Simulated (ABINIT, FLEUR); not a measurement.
A FLEUR input for a self-consistent single point of Li₂S (Fm-3m, 3 atoms in the cell) (DFT, PBEsol, all-electron FLAPW (FLEUR), scalar-relativistic valence):

Input of the input generator:

```
Li2S
&input film=f /
-0.0000000000 5.3576948168 5.3576948168
5.3576948168 0.0000000000 5.3576948168
5.3576948168 5.3576948168 0.0000000000
1.0
1.0 1.0 1.0

3
3 0.7500000000 0.7500000000 0.7500000000
3 0.2500000000 0.2500000000 0.2500000000
16 0.0000000000 0.0000000000 0.0000000000

&comp jspins=1 /
&exco xctyp='PBEs' /
&kpt div1=7 div2=7 div3=7 /
&end /
```

```xml
<?xml version="1.0" encoding="UTF-8" standalone="no"?>
<fleurInput fleurInputVersion="0.39">
   <comment>
      Li2S                                                                                                
   </comment>
   <calculationSetup>
      <cutoffs Kmax="4.4" Gmax="13.2" GmaxXC="13.2" numbands="0"/>
      <scfLoop itmax="60" minDistance="0.00001" maxIterBroyd="25" imix="Anderson" alpha="0.05" precondParam="0.0" spinf="2.0"/>
      <coreElectrons ctail="T" frcor="F" kcrel="0" coretail_lmax="0"/>
      <xcFunctional name="PBEs" relativisticCorrections="F"/>
      <magnetism jspins="1"/>
      <soc l_soc="F" theta="0.0" phi="0.0" spav="F"/>
      <expertModes spex="0" secvar="F"/>
      <geometryOptimization l_f="T" forcealpha="1.0" forcemix="BFGS" epsdisp="0.00001" epsforce="0.00001"/>
      <ldaU l_linMix="F" mixParam="0.05" spinf="1.0"/>
   </calculationSetup>
   <cell>
      <bzIntegration valenceElectrons="8.0" mode="hist" fermiSmearingEnergy="0.00073499">
         <kPointListSelection listName="default-1"/>
         <!-- k-points included here -->
         <xi:include xmlns:xi="http://www.w3.org/2001/XInclude" href="kpts.xml"> </xi:include>
      </bzIntegration>
      <!-- symmetry operations included here -->
      <xi:include xmlns:xi="http://www.w3.org/2001/XInclude" href="sym.xml"> </xi:include>
      <bulkLattice scale="1.0">
         <bravaisMatrix>
            <row-1>    0.0000000000000000     5.3576948167999996     5.3576948167999996</row-1>
            <row-2>    5.3576948167999996     0.0000000000000000     5.3576948167999996</row-2>
            <row-3>    5.3576948167999996     5.3576948167999996     0.0000000000000000</row-3>
         </bravaisMatrix>
      </bulkLattice>
   </cell>
   <atomSpecies>
      <species name="Lithium (Li)" element="Li" atomicNumber="3">
         <mtSphere radius="1.97" gridPoints="695" logIncrement="0.014"/>
         <atomicCutoffs lmax="8" lnonsphr="6"/>
         <electronConfig flipSpins="F">
            <coreConfig>(1s1/2)</coreConfig>
            <valenceConfig>(2s1/2)</valenceConfig>
            <stateOccupation state="(2s1/2)" spinUp="0.5" spinDown="0.5"/>
         </electronConfig>
         <energyParameters s="2" p="2" d="3" f="4"/>
      </species>
      <species name="Sulfur (S)" element="S" atomicNumber="16">
         <mtSphere radius="2.27" gridPoints="801" logIncrement="0.015"/>
         <atomicCutoffs lmax="10" lnonsphr="8"/>
         <electronConfig flipSpins="F">
            <coreConfig>(1s1/2) (2s1/2) (2p1/2) (2p3/2)</coreConfig>
            <valenceConfig>(3s1/2) (3p1/2) (3p3/2)</valenceConfig>
            <stateOccupation state="(3p1/2)" spinUp="0.6666666666667" spinDown="0.6666666666667"/>
            <stateOccupation state="(3p3/2)" spinUp="1.3333333333333" spinDown="1.3333333333333"/>
         </electronConfig>
         <energyParameters s="3" p="3" d="3" f="4"/>
      </species>
   </atomSpecies>
   <atomGroups>
      <atomGroup species="Lithium (Li)">
         <relPos label="                   1">-1.000/4.000 -1.000/4.000 -1.000/4.000</relPos>
         <relPos label="                   2">1.000/4.000 1.000/4.000 1.000/4.000</relPos>
         <force calculate="T" relaxXYZ="TTT"/>
      </atomGroup>
      <atomGroup species="Sulfur (S)">
         <relPos label="                   3">.0000000000 .0000000000 .0000000000</relPos>
         <force calculate="T" relaxXYZ="TTT"/>
      </atomGroup>
   </atomGroups>
   <output dos="F" band="F" slice="F">
      <checks vchk="F" cdinf="F"/>
      <bandDOS minEnergy="-.5*Htr" maxEnergy="0.5*Htr" sigma="0.015" storeEVData="T"/>
      <vacuumDOS vacdos="F" integ="F" star="F" nstars="0" locx1="0.0" locy1="0.0" locx2="0.0" locy2="0.0" nstm="0" tworkf="0.0"/>
      <unfoldingBand unfoldBand="F" supercellX="1" supercellY="1" supercellZ="1"/>
      <plotting iplot="0" polar="F">
         <plot TwoD="T" vec1="  1.0  0.0  0.0" vec2="  0.0  1.0  0.0" vec3="  0.0  0.0  1.0" zero="  0.0  0.0  0.0" file="plot"/>
      </plotting>
      <chargeDensitySlicing numkpt="0" minEigenval="0.0" maxEigenval="0.0" nnne="0" pallst="F"/>
      <specialOutput eonly="F"/>
      <magneticCircularDichroism mcd="F" energyLo="-10.0" energyUp="0.0"/>
   </output>
  <!-- We include the file relax.xml here to enable relaxations (see documentation) -->
  <xi:include xmlns:xi="http://www.w3.org/2001/XInclude" href="relax.xml"> <xi:fallback/> </xi:include>
</fleurInput>
```

Give the ABINIT input for the same structure, mesh, smearing and functional.

One input that does it (others would too):

```
# Li2S, JTH v2.0 PBE PAW
pp_dirpath "./"
pseudos "Li.GGA_PBE-JTH.xml, S.GGA_PBE-JTH.xml"
acell 3*1.0 Angstrom
rprim
        -0.0000000000    2.8351700000    2.8351700000
         2.8351700000    0.0000000000    2.8351700000
         2.8351700000    2.8351700000    0.0000000000
natom 3
ntypat 2
znucl 3 16
typat 1 1 2
xred
         0.7500000000    0.7500000000    0.7500000000
         0.2500000000    0.2500000000    0.2500000000
         0.0000000000    0.0000000000    0.0000000000
ecut 571 eV
pawecutdg 1143 eV
pawxcdev 0
ixc -116133
occopt 3
tsmear 0.00073499
nband 11
kptopt 1
ngkpt 7 7 7
nshiftk 1
shiftk 0 0 0
nstep 60
tolvrs 1.0e-12
prtwf 0
prtden 0
prtvol 1
enunit 2
```

Basis settings and potentials, where a program has them, do not carry over. This input uses DFT, PBEsol, plane waves, PAW (JTH v2.0 PBE PAW, files made for PBE). Both were run: gap on the mesh 3.369 eV in FLEUR and 3.357 in ABINIT.

On ABINIT: the starting cell comes from a database of computed structures (which also holds hypothetical and non-ambient phases and stackings), without a prior relaxation at this level. The potentials were made for another functional than the one used.

On FLEUR: the starting cell comes from a database of computed structures (which also holds hypothetical and non-ambient phases and stackings), without a prior relaxation at this level. Values depend on the basis (sphere radii, cutoffs, local orbitals), which need not be converged.
